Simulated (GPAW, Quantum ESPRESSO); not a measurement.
A GPAW input for a self-consistent single point of GaPPt₅ (P4/mmm, 7 atoms in the cell) (DFT PBEsol, plane waves, GPAW PAW datasets PBEsol (made by gpaw-setup)):

```python
from ase import Atoms
from ase.units import GPa
from gpaw import GPAW

atoms = Atoms(['Ga', 'P', 'Pt', 'Pt', 'Pt', 'Pt', 'Pt'],
              cell=[[3.848680, 0.000000, 0.000000],
                    [0.000000, 3.848680, 0.000000],
                    [0.000000, 0.000000, 6.763431]],
              scaled_positions=[[0.500000, 0.500000, 0.000000],
                                [0.000000, 0.000000, 0.500000],
                                [0.000000, 0.500000, 0.289920],
                                [0.000000, 0.500000, 0.710080],
                                [0.500000, 0.000000, 0.289920],
                                [0.500000, 0.000000, 0.710080],
                                [0.000000, 0.000000, 0.000000]],
              pbc=True)

calc = GPAW(mode={'name': 'pw', 'ecut': 550},
            xc='PBEsol',
            kpts={'size': (7, 7, 4), 'gamma': True},
            occupations={'name': 'methfessel-paxton', 'width': 0.1, 'order': 0},
            nbands=-11,
            convergence={'density': 1e-05},
            symmetry={'symmorphic': False, 'tolerance': 0.0005},
            maxiter=120,
            txt='-')

atoms.calc = calc

energy = atoms.get_potential_energy()
print('Energy (eV):', round(energy, 6))
forces = atoms.get_forces()
print('Forces (eV/Ang):')
print(forces.round(5))
stress = atoms.get_stress()
print('Stress (GPa, Voigt):', (stress / GPa).round(4))
```

Question: Write the same calculation as an input for Quantum ESPRESSO.

Answer: This is the input that was run; spellings and numerical settings could be chosen otherwise.

```fortran
&CONTROL
 calculation = 'scf',
 prefix = 'gappt5',
 outdir = './tmp/',
 pseudo_dir = './',
 tprnfor = .true.,
 tstress = .true.,
/
&SYSTEM
 ibrav = 6,
 celldm(1) = 7.2729511413,
 celldm(3) = 1.757337840506,
 nat = 7,
 ntyp = 3,
 ecutwfc = 85,
 occupations = 'smearing',
 smearing = 'gauss',
 degauss = 0.0073499,
/
&ELECTRONS
 conv_thr = 1.0d-10,
 mixing_beta = 0.7,
/
ATOMIC_SPECIES
Ga    69.7230  Ga.upf
P     30.9738  P.upf
Pt   195.0840  Pt.upf
ATOMIC_POSITIONS {bohr}
Ga    3.6364755707    3.6364755707    0.0000000000
P     0.0000000000    0.0000000000    6.3905161264
Pt    0.0000000000    3.6364755707    3.7054768707
Pt    0.0000000000    3.6364755707    9.0755553821
Pt    3.6364755707    0.0000000000    3.7054768707
Pt    3.6364755707    0.0000000000    9.0755553821
Pt    0.0000000000    0.0000000000    0.0000000000
K_POINTS {automatic}
7 7 4  0 0 0
```

Basis settings and potentials, where a program has them, do not carry over. This input uses DFT, PBEsol, plane waves, PseudoDojo standard norm-conserving (PBESOL) pseudopotentials.

The starting cell comes from a database of computed structures (which also holds hypothetical and non-ambient phases and stackings), without a prior relaxation at this level. Its lattice was rescaled by a random factor within 2.5 % of one.
